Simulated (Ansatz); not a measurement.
A self-consistent single point of CsH (Pm-3m, 2 atoms in the cell) with Ansatz (a first-principles code)

Level of theory: LDA (PW92), default PAW files made with PBE (plane waves; Ansatz).

Input:

Ansatz 0.2 input:
```yaml
crystal:
  lattice:
    - [3.799318, 0.000000, 0.000000]
    - [0.000000, 3.799318, 0.000000]
    - [0.000000, 0.000000, 3.799318]
  atoms:
    - { symbol: Cs, position: [0.000000, 0.000000, 0.000000] }
    - { symbol: H, position: [0.500000, 0.500000, 0.500000] }
basis:
  ecutwfc: 30.9 Ry
kpoints:
  mp_grid: { grid: [7, 7, 7] }
hamiltonian:
  xc: lda
  pseudopotentials: { kind: paw }
scf:
  occupations: { method: fixed }
output:
  forces: true
  eigenvalues: true
  stress: true
```

The program printed (abridged):

```
WARN ansatz: RAYON_NUM_THREADS=1 ignored (pool sized by the plan → 1); use --threads N
Pseudopotentials: kind: paw
Pseudopotential: Cs, paw, valence charge 9
Pseudopotential: H, paw, valence charge 1
Crystal: 2 atoms, lattice volume = 54.842 Å³
Basis set: ecut = 420.4159175005146 eV, 1045 PW (Γ)
Bands: 9, of which v1, the nominal top of the filled ones, is band 5 counted from 1 (4 counted from 0)
Symmetry: 48 space group operations
Space group: Pm-3m (ITA 221), of the structure as read, at distance tolerance 3.8e-5 Å
k-points: 20 of 343
PAW frozen core: Cs, regenerated for the run's functional, and the local potential with it
Initial density: superposition of atomic densities (neutral atoms: chi_scale 0, normalization atom), corrected by the library's trained network
Initial wavefunctions: pseudopotential atomic-orbital guess
Eigensolver: davidson
Functional: x = slater, c = lda
SCF iter   1: F=—  HF=-5520.934394 eV  |F-HF|=—  |Δ(HF+E_count)|=         —  Δρ=8.78e-3  dr2=5.11e-2  ethr=1.77e-3  ⟨swp⟩=4.1  Hψ=1146  notcnv=0  defer=36
all-band conjugate gradients solve this SCF's bands
preconditioner: auto → none
SCF iter   2: F=—  HF=-5520.916229 eV  |F-HF|=—  |Δ(HF+E_count)|=   1.82e-2  Δρ=1.51e-3  dr2=1.08e-3  ethr=5.11e-4  ⟨swp⟩=1.9  Hψ=377  notcnv=0  defer=40
SCF iter   3: F=—  HF=-5520.916019 eV  |F-HF|=—  |Δ(HF+E_count)|=   2.10e-4  Δρ=6.01e-4  dr2=1.36e-4  ethr=1.08e-5  ⟨swp⟩=2.0  Hψ=212  notcnv=0  defer=40
SCF iter   4: F=—  HF=-5520.916014 eV  |F-HF|=—  |Δ(HF+E_count)|=   5.43e-6  Δρ=8.92e-5  dr2=1.89e-6  ethr=1.36e-6  ⟨swp⟩=2.1  Hψ=267  notcnv=0  defer=25
SCF iter   5: F=—  HF=-5520.916014 eV  |F-HF|=—  |Δ(HF+E_count)|=   5.31e-7  Δρ=1.68e-5  dr2=1.58e-7  ethr=1.89e-8  ⟨swp⟩=2.0  Hψ=260  notcnv=0  defer=9
SCF iter   6: F=-5520.916014 eV  HF=-5520.916014 eV  |F-HF|=4.18e-10  |Δ(HF+E_count)|=   7.74e-8  Δρ=1.55e-6  dr2=1.21e-9  ethr=1.00e-9  ⟨swp⟩=6.5  Hψ=1168  notcnv=0
SCF 1 converged in 6 iterations: F = -5520.916014 eV  dr2 = 1.21e-9
SCF converged after 6 iterations
Free energy (F): -5520.916014 eV
Harris-Foulkes:  -5520.916014 eV  (|F-HF|=4.18e-10)
Internal energy: -5520.916014 eV  (E = F + TS)
E sigma→0 (E₀):  -5520.916014 eV
Fermi energy:    4.038182 eV
--- Per-component energies (eV) ---
  E_band       = -52.656824
  E_kinetic    = 154.799539
  E_local      = -233.789662  (includes V_loc(G=0)·N_el)
  E_nonlocal   = 33.706094
  E_hartree    = 77.126719
  E_xc         = -181.536195
  E_vxc        = -138.012973  (∫ρ·V_xc dr)
  E_paw        = -4903.242902  (= ΣΔE_a)
  E_vpaw       = -23.612622  (= ΣTr[D̂ρ^β])
  E_aug_tail   = -0.000985  (compensation charges beyond the density's cutoff)
  E_ewald      = -468.249179
  E_core_change = 0.270556  (= ΣΔE_core)
  E_smearing   = -0.000000  (= −TS)
  E_closure    = -0.000000  (closes the sum)
  Σ components = -5520.916014   (vs F -5520.916014, Δ=0.00e0)
--- Forces (eV/Å), atoms counted from 1 ---
  atom   1  Cs     0.00000000    -0.00000000     0.00000000
  atom   2  H      0.00000000     0.00000000    -0.00000000
  max |Σ_I F_I| component: 4.11e-30 eV/Å
--- Stress (GPa, compression-positive) ---
       -1.801159       0.000000       0.000000
       -0.000000      -1.801159       0.000000
        0.000000       0.000000      -1.801159
  P = ⅓ Tr σ = -1.8012 GPa (-18.012 kbar)
  The stress holds the Pulay correction. Without it, at fixed plane waves, as pw.x and ABINIT print it: P = -1.8269 GPa
--- Band table (eV; the first three rows and the last of 20) ---
  k-point 0: bands = ["-17.5779", "-3.5450", "-3.5450", "-3.5450", "2.2012", "7.4294", "7.4294", "11.4212", "13.8043"]
  k-point 1: bands = ["-17.5476", "-3.9133", "-3.5143", "-3.5143", "2.5290", "7.5520", "7.8217", "10.8437", "12.3264"]
  k-point 2: bands = ["-17.4778", "-4.6155", "-3.4441", "-3.4441", "3.2432", "7.7200", "7.8695", "11.0582", "11.0582"]
  k-point 19: bands = ["-17.1259", "-4.5599", "-4.5442", "-4.5442", "4.0382", "6.9943", "6.9943", "7.5303", "14.0311"]
```

The run converged in 6 iterations.

The starting cell comes from a database of computed structures (which also holds hypothetical and non-ambient phases and stackings), without a prior relaxation at this level. Its lattice was rescaled by up to half a per cent. Ansatz's pressure includes its estimate of the finite-basis (Pulay) stress.
